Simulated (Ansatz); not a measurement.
**Ag2O: energy against strain**

Ag2O (cuprite, Pn-3m, 17.378 Å³/atom at rest, cube axes along x, y and z) under a strain ε along a cube axis (axis z), the other axes held. PBEsol in Ansatz, a plane-wave DFT program (PAW, default set), 420 eV, 7×7×7 Γ-centred mesh, Fermi-Dirac smearing 0.05 eV; ions are relaxed within the symmetry of each cell.

Here s stands for strain and y for E less E0.

| strain (%) | E less E0 (meV/atom) |
|---|---|
| -1.20 | 0.69 |
| -0.60 | 0.16 |
| 0.00 | 0.00 |
| 0.60 | 0.18 |
| 1.20 | 0.71 |
| 3.00 | ? |

### Question
Fit y against s with a parabola, and predict the withheld value at s = 3.00.

### Answer
Least squares gives y = -0.003 + 0.0100·s + 0.4881·s². Residuals (row less fit): 0.002, -0.007, 0.003, 0.001, -0.002; standard error 0.006 (degrees of freedom: 2). Twice the quadratic coefficient over the volume, 2 × 0.4881 meV × 10⁴ × 0.1602 / 17.378 Å³, is the elastic constant C11 = 90 ± 0.8 GPa. At the withheld row, y = -0.003 + 0.0100 × 3.0 + 0.4881 × 3.0² = 4.420 meV/atom. The calculation gives 4.25 meV/atom, 0.170 meV/atom below the prediction (4.0 % of the range of y in the table). The row lies outside the fitted rows, so this is an extrapolation. The fitted rows scatter only by rounding.

One order more, fitted to all 11 runs of the series, follows each within 0.01, so the miss is the next term of a smooth law. This level leaves no gap over 0.05 eV at strain -1.20, -0.60, 0.00, 0.60, 1.20, 3.00, where the mesh may be coarse. The primitive cell can neither tilt nor turn polar against its symmetry, as such crystals can under strain. Rows are the converged runs of the series near zero and its far end; series whose fitted rows scatter by over a few per cent of the range, as at a crossing or softening among them, aren't shown in this form. Most that stay on the fit to the last digits aren't either.
